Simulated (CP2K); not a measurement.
Worked example: relaxation of cell and atoms of Ge₃Pd (P1, 4 atoms in the cell) in CP2K.

Method: PBEsol, GPW, TZVP-MOLOPT-SR-GTH basis, GTH-PBE potentials (GTH_POTENTIALS) run with CP2K.

```
Ge3Pd
1.0
    4.14202     0.00000     0.00000
    0.00000     4.14202     0.00000
    0.00000     0.00000     4.14202
Ge Pd
3 1
Direct
  0.00127   0.49998   0.50067
  0.50090   0.99991   0.50202
  0.50431   0.49968   0.00060
  0.99351   0.00042   0.99671
```

Reference input (self-consistent single point, DFT PBEsol, GPW, TZVP-MOLOPT-SR-GTH basis, GTH-PBE potentials (GTH_POTENTIALS)): CUTOFF = 500 Ry; REL_CUTOFF = 50 Ry; SMEAR/METHOD = GAUSSIAN; SIGMA = 0.272 eV; KPOINTS/SCHEME = MONKHORST-PACK 5 5 5; XC_FUNCTIONAL = PBE:PBESOL; Ge/BASIS_SET = TZVP-MOLOPT-SR-GTH; Ge/POTENTIAL = GTH-PBE-q4; Pd/BASIS_SET = TZVP-MOLOPT-SR-GTH; Pd/POTENTIAL = GTH-PBE-q18; METHOD = GPW; EPS_DEFAULT = 1e-11. This run's input differs from it in these lines:

```diff
@@ -2,3 +2,3 @@
   PROJECT calc
-  RUN_TYPE ENERGY_FORCE
+  RUN_TYPE CELL_OPT
   PRINT_LEVEL MEDIUM
@@ -14,2 +14,3 @@
       EPS_DEFAULT 1E-11
+      EXTRAPOLATION USE_GUESS
     &END QS
@@ -93,2 +94,20 @@
 &END FORCE_EVAL
+&MOTION
+  &CELL_OPT
+    OPTIMIZER BFGS
+    MAX_ITER 60
+    MAX_FORCE 4E-4
+    RMS_FORCE 3E-4
+    EXTERNAL_PRESSURE [GPa] 0
+    PRESSURE_TOLERANCE [bar] 200
+  &END CELL_OPT
+  &PRINT
+    &CELL ON
+    &END CELL
+    &RESTART OFF
+    &END RESTART
+    &RESTART_HISTORY OFF
+    &END RESTART_HISTORY
+  &END PRINT
+&END MOTION
```

Output, abridged:

```
 SCF WAVEFUNCTION OPTIMIZATION

  Step     Update method      Time    Convergence         Total energy    Change
     1 NoMix/Diag. 0.20E+00      -     0.51366908      -139.2125884548 -1.39E+02
     2 Broy./Diag. 0.20E+00      -     0.26367827      -144.5431424533 -5.33E+00
     3 Broy./Diag. 0.20E+00      -     0.16257191      -141.1859698121  3.36E+00
     4 Broy./Diag. 0.20E+00      -     0.03744509      -139.1537444623  2.03E+00
     5 Broy./Diag. 0.20E+00      -     0.01247406      -138.7479119787  4.06E-01
     6 Broy./Diag. 0.20E+00      -     0.01204165      -138.7065049218  4.14E-02
   [... 7 lines left out ...]
    14 Broy./Diag. 0.20E+00      -     0.00000585      -138.8901804582 -1.15E-05
    15 Broy./Diag. 0.20E+00      -     0.00000045      -138.8902247077 -4.42E-05
    16 Broy./Diag. 0.20E+00      -     0.00000092      -138.8902214900  3.22E-06
    17 Broy./Diag. 0.20E+00      -     0.00000004      -138.8902216550 -1.65E-07
  *** SCF run converged in    17 steps ***

  Overlap energy of the core charge distribution:               0.00000000001487
  Self energy of the core charge distribution:               -247.99878171123601
  Core Hamiltonian energy:                                     58.46188745031817
  Hartree energy:                                              66.59363020157363
  Exchange-correlation energy:                                -15.94433396024732
  Smearing free energy correction:                             -0.00262363628901
  Fermi energy:                                                 0.29415313607245

  Total energy:                                              -138.89022165504952
  Total energy (extrapolated to sigma->0):                   -138.88890983690501

                     Mulliken Population Analysis

   [... lines left out ...]
  Fermi energy:                                                 0.29480449469490
  Total energy:                                              -138.89025936270423
 OPT| Pressure deviation [bar]                                 -15639.0982275107
 OPT| Pressure tolerance [bar]                                    200.0000000000
 OPT| Pressure is converged                                                   NO
  Fermi energy:                                                 0.30316015383601
  Total energy:                                              -138.89049742469453
 OPT| Pressure deviation [bar]                                     95.5703156244
 OPT| Pressure tolerance [bar]                                    200.0000000000
 OPT| Pressure is converged                                                  YES
   [... lines left out ...]
       2     Ge       1          3.924871                              0.075129
       3     Ge       1          3.924736                              0.075264
       4     Pd       2         18.224811                             -0.224811
 # Total charge                             30.000000                 -0.000000

 ENERGY| Total FORCE_EVAL ( QS ) energy [hartree]           -138.890497424694530
```

The run converged. 

Summary of the result:
| Property | Result |
|---|---|
| Free energy E − TS | -3779.4030 eV |
| Fermi level (on the code's own zero) | 8.25 eV |
| Pressure | 0.01 GPa |
| Largest force (vector length) | 0.018 eV/Å |
| Final cell | a = b = c = 4.117 Å, α = β = γ = 90.00° |
| Final volume per atom | 17.44 Å³ |
| Relaxation steps | 6 |

The starting cell comes from a database of computed structures (which also holds hypothetical and non-ambient phases and stackings), without a prior relaxation at this level. Its atoms were displaced at random from the sites of space group no. 221. Spin polarisation is off. Values carry the incompleteness of an atom-centred basis. The potentials were made for another functional than the one used.

Cost on one core of a shared machine: roughly 3 min.
